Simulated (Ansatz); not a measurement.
**Cu: uniaxial strain ε_zz = +2.50 %**

Take Cu in the fcc (Cu type) structure (space group Fm-3m, No. 225; a = 3.577 Å; relaxed with 0.1 eV smearing) as the base. Axes: x, y, z lie along the cube axes.

It is then changed as follows: uniaxial strain ε_zz = +2.50 %, all other strain components held at zero; the atoms relax in the strained cell.

Method: r2SCAN (Ansatz, a first-principles code, PAW, no spin-orbit coupling). k-mesh 32×32×32 (Γ-centred); smearing 0.1 eV (Fermi–Dirac).

* **Volume per atom**: 11.73 Å³ (base 11.44 Å³)
* **Space group**: I4/mmm (No. 139) (base Fm-3m (No. 225))
* **Shortest interatomic distance**: 2.529 Å (base 2.529 Å)
* **Energy relative to the base (free energy F)**: +4.3 meV/atom
* **Band gap**: zero (base zero)
* **Stress (xx, yy, zz, yz, xz, xy; compression positive)**: (-3.3, -3.3, -4.8, 0.0, 0.0, 0.0) GPa

Final structure:

```
CELL_PARAMETERS angstrom
      0.00000     1.78838     1.83309
      1.78838     0.00000     1.83309
      1.78838     1.78838     0.00000
ATOMIC_POSITIONS crystal
  Cu 0.00000 0.00000 0.00000
```

No phonon test of stability was made. All final runs are without spin polarisation.
